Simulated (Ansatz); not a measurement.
## Worked example: self-consistent single point of Ti3Al (P3m1, 8 atoms in the cell) in Ansatz

Method: LDA (PW92), default PAW files made with PBE (plane waves; Ansatz, a program for electronic structure).

The input file:

Ansatz 0.2 input:
```yaml
crystal:
  lattice:
    - [5.77643800, 0.00000000, 0.00000000]
    - [-2.88821900, 5.00254200, 0.00000000]
    - [0.00000000, 0.00000000, 4.65370300]
  atoms:
    - { symbol: Ti, position: [0.82990000, 0.65980000, 0.25000000] }
    - { symbol: Ti, position: [0.17010000, 0.34020000, 0.75000000] }
    - { symbol: Ti, position: [0.17010000, 0.82990000, 0.75000000] }
    - { symbol: Ti, position: [0.82990000, 0.17010000, 0.25000000] }
    - { symbol: Ti, position: [0.34020000, 0.17010000, 0.25000000] }
    - { symbol: Ti, position: [0.65980000, 0.82990000, 0.75000000] }
    - { symbol: Al, position: [0.33333300, 0.66666700, 0.26074400] }
    - { symbol: Al, position: [0.66666700, 0.33333300, 0.75000000] }
basis:
  ecutwfc: 420.0
kpoints:
  mp_grid: { grid: [6, 6, 6] }
hamiltonian:
  xc: lda
  pseudopotentials: { kind: paw }
scf:
  occupations: { method: fermi_dirac, width: 0.1 }
output:
  forces: true
  eigenvalues: true
  stress: true
```

Output, abridged:

```
WARN the atoms were moved onto the symmetric positions of the space group found under crystal.symmetry.tolerance 1.0e-5 (fractional …
WARN ansatz: RAYON_NUM_THREADS=1 ignored (pool sized by the plan → 1); use --threads N
Pseudopotentials: kind: paw
Pseudopotential: Ti, paw, valence charge 12
Pseudopotential: Al, paw, valence charge 3
Crystal: 8 atoms, lattice volume = 134.477 Å³
Basis set: ecut = 420 eV, 2667 PW (Γ)
Bands: 47, of which v1, the nominal top of the filled ones, is band 39 counted from 1 (38 counted from 0)
Symmetry: 6 space group operations
Space group: P3m1 (ITA 156), of the structure as read, at distance tolerance 5.1e-5 Å
k-points: 34 of 216 (time reversal used)
PAW frozen core: Ti, regenerated for the run's functional, and the local potential with it
PAW frozen core: Al, regenerated for the run's functional, and the local potential with it
Initial density: superposition of atomic densities (neutral atoms: chi_scale 0, normalization atom), corrected by the library's trained network
Initial wavefunctions: pseudopotential atomic-orbital guess
Eigensolver: davidson
Functional: x = slater, c = lda
SCF iter   1: F=—  HF=-15729.742452 eV  |F-HF|=—  |Δ(HF+E_count)|=         —  Δρ=5.59e-3  dr2=2.31e-2  ethr=1.77e-3  ⟨swp⟩=6.7  Hψ=6412  notcnv=0
all-band conjugate gradients solve this SCF's bands
preconditioner: auto → Kerker (q_TF=auto, 2.492 Å⁻¹)
SCF iter   2: F=—  HF=-15729.740046 eV  |F-HF|=—  |Δ(HF+E_count)|=   2.41e-3  Δρ=3.25e-3  dr2=9.12e-3  ethr=2.97e-5  ⟨swp⟩=1.8  Hψ=1997  notcnv=0
SCF iter   3: F=—  HF=-15729.738616 eV  |F-HF|=—  |Δ(HF+E_count)|=   1.43e-3  Δρ=5.38e-4  dr2=5.62e-4  ethr=1.17e-5  ⟨swp⟩=2.0  Hψ=2095  notcnv=0
SCF iter   4: F=—  HF=-15729.738497 eV  |F-HF|=—  |Δ(HF+E_count)|=   1.19e-4  Δρ=1.54e-4  dr2=2.44e-5  ethr=7.21e-7  ⟨swp⟩=2.1  Hψ=2322  notcnv=0
SCF iter   5: F=—  HF=-15729.738479 eV  |F-HF|=—  |Δ(HF+E_count)|=   1.78e-5  Δρ=6.52e-5  dr2=6.06e-6  ethr=3.13e-8  ⟨swp⟩=2.1  Hψ=2984  notcnv=0
SCF iter   6: F=—  HF=-15729.738478 eV  |F-HF|=—  |Δ(HF+E_count)|=   1.39e-6  Δρ=1.02e-5  dr2=1.41e-7  ethr=7.77e-9  ⟨swp⟩=2.0  Hψ=2086  notcnv=0
SCF iter   7: F=-15729.738478 eV  HF=-15729.738478 eV  |F-HF|=5.41e-9  |Δ(HF+E_count)|=   2.47e-8  Δρ=2.65e-6  dr2=7.73e-9  ethr=1.28e-10  ⟨swp⟩=7.7  Hψ=5416  notcnv=0
SCF 1 converged in 7 iterations: F = -15729.738478 eV  dr2 = 7.73e-9
SCF converged after 7 iterations
Free energy (F): -15729.738478 eV
Harris-Foulkes:  -15729.738478 eV  (|F-HF|=5.41e-9)
Internal energy: -15729.500545 eV  (E = F + TS)
E sigma→0 (E₀):  -15729.619511 eV
Entropy (-TS):   -0.237933 eV (-29.742 meV/atom)
Fermi energy:    11.770015 eV
--- Per-component energies (eV) ---
  E_band       = -987.131037
  E_kinetic    = 1680.075981
  E_local      = -5660.894952  (includes V_loc(G=0)·N_el)
  E_nonlocal   = 95.946295
  E_hartree    = 2362.381237
  E_xc         = -658.287981
  E_vxc        = -787.938582  (∫ρ·V_xc dr)
  E_paw        = -6881.474712  (= ΣΔE_a)
  E_vpaw       = -1039.087380  (= ΣTr[D̂ρ^β])
  E_aug_tail   = 0.000550  (compensation charges beyond the density's cutoff)
  E_ewald      = -6669.314098
  E_core_change = 2.067135  (= ΣΔE_core)
  E_smearing   = -0.237933  (= −TS)
  E_closure    = -0.000000  (closes the sum)
  Σ components = -15729.738478   (vs F -15729.738478, Δ=0.00e0)
--- Forces (eV/Å), atoms counted from 1 ---
  atom   1  Ti     0.00000000     0.05704442     0.02550327
  atom   2  Ti    -0.00000000    -0.06373058     0.08318145
  atom   3  Ti    -0.05519230     0.03186529     0.08318145
  atom   4  Ti     0.04940192    -0.02852221     0.02550327
  atom   5  Ti    -0.04940192    -0.02852221     0.02550327
  atom   6  Ti     0.05519230     0.03186529     0.08318145
  atom   7  Al     0.00000000     0.00000000    -0.33947069
  atom   8  Al     0.00000000    -0.00000000     0.01342496
  max |Σ_I F_I| component: 8.44e-6 eV/Å
--- Stress (GPa, compression-positive) ---
       -8.491489      -0.000000      -0.000000
       -0.000000      -8.491489      -0.000000
       -0.000000      -0.000000      -7.745239
  P = ⅓ Tr σ = -8.2427 GPa (-82.427 kbar)
  The stress holds the Pulay correction. Without it, at fixed plane waves, as pw.x and ABINIT print it: P = -8.2843 GPa
--- Band table (eV; the first three rows and the last of 34) ---
  k-point 0: bands = ["-44.2891", "-44.1936", "-44.1932", "-44.1932", "-44.1473", "-44.1473", "-21.0966", "-21.0941", "-20.9698", "-20.9500", "-20.9500", "-20.9002", "-20.9002", "-20.8984", "-20.8984", "-20.7577", "-20.6698", "-20.6698", "-20.6075", [...]
  k-point 1: bands = ["-44.2827", "-44.2000", "-44.1901", "-44.1901", "-44.1504", "-44.1504", "-21.0934", "-21.0870", "-21.0021", "-21.0021", "-20.9541", "-20.9282", "-20.9282", "-20.8278", "-20.8278", "-20.7462", "-20.6583", "-20.6583", "-20.6355", [...]
  k-point 2: bands = ["-44.2653", "-44.2175", "-44.1817", "-44.1817", "-44.1588", "-44.1588", "-21.0863", "-21.0779", "-21.0369", "-21.0369", "-20.9857", "-20.9857", "-20.8991", "-20.7384", "-20.7384", "-20.7146", "-20.7106", "-20.6497", "-20.6497", [...]
  k-point 33: bands = ["-44.2147", "-44.2142", "-44.1977", "-44.1972", "-44.1705", "-44.1700", "-21.0134", "-21.0132", "-20.9667", "-20.9665", "-20.9167", "-20.9156", "-20.8072", "-20.8070", "-20.8019", "-20.8012", "-20.7068", "-20.7067", [...]
```

The run converged in 7 iterations.

The starting cell comes from a database of computed structures (which also holds hypothetical and non-ambient phases and stackings), without a prior relaxation at this level. Its lattice was rescaled by up to half a per cent. One atom was moved a little off its site on purpose. Spin polarisation is off. With a pressure of about -8 GPa the cell is away from its equilibrium volume at this level. Ansatz's pressure includes its estimate of the finite-basis (Pulay) stress.
